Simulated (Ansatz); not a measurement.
# Effect of uniaxial strain ε_xx = +0.60 % on SiO2

The parent structure is SiO₂ in the rutile structure (space group P4_2/mnm, No. 136; a = 4.155 Å, c = 2.661 Å). Axes: x, y, z lie along a, b, c of the conventional cell.

Now apply this change: the cell is stretched by 0.60 % along x with no lateral relaxation; the atoms relax in the strained cell.

The values are results of LDA (Ansatz, a quantum-chemistry and plane-wave program, PAW, no spin-orbit coupling), not measurements. Settings: 8×8×12 k-points, 0.05 eV Fermi–Dirac smearing.

```tsv
quantity	base	changed	shift
volume per atom	7.66 Å³	7.70 Å³	+0.046 Å³
space group	P4_2/mnm (No. 136)	Pnnm (No. 58)	–
shortest interatomic distance	1.754 Å	1.755 Å	+0.001 Å
energy relative to the base (free energy F)	0 meV/atom	+0.4 meV/atom	+0.4 meV/atom
pressure (mean of the normal stresses, compression positive)	-0.01 GPa	-1.71 GPa	-1.70 GPa
band gap	5.81 eV	5.72 eV	-0.09 eV
gap character	direct at Γ	direct at Γ	–
electron mass	0.40 mₑ along c, 0.52 mₑ across (at Γ)	0.40 mₑ along z, 0.51 mₑ across (at Γ)	–
valence-band top at Γ (three highest levels, from the VBM)	0.00, -0.91, -0.91 eV	0.00, -0.88, -0.92 eV	–
valley order (the lowest conduction-band minima on the path, energy above the VBM, named in the base's zone)	Γ 5.81 eV; A (1/2, 1/2, 1/2) 7.19 eV	Γ 5.72 eV; A (1/2, 1/2, 1/2) 7.13 eV	–
stress (xx, yy, zz, yz, xz, xy; compression positive)	–	(-2.67, -1.30, -1.17, 0.00, 0.00, 0.00) GPa	–
```

Final structure:

```xyz
6
Lattice="4.1798 0.0000 0.0000 0.0000 4.1549 0.0000 0.0000 0.0000 2.6615" Properties=species:S:1:pos:R:3 pbc="T T T"
Si     0.0000     0.0000     0.0000
Si     2.0899     2.0774     1.3307
O      1.2836     1.2658     0.0000
O      3.3735     0.8117     1.3307
O      0.8064     3.3432     1.3307
O      2.8963     2.8891     0.0000
```

Masses are band curvatures over ±0.01 Å⁻¹ around the edge. Stability against distortions was not tested. Labels are those of the standard path for the cell's own space group.
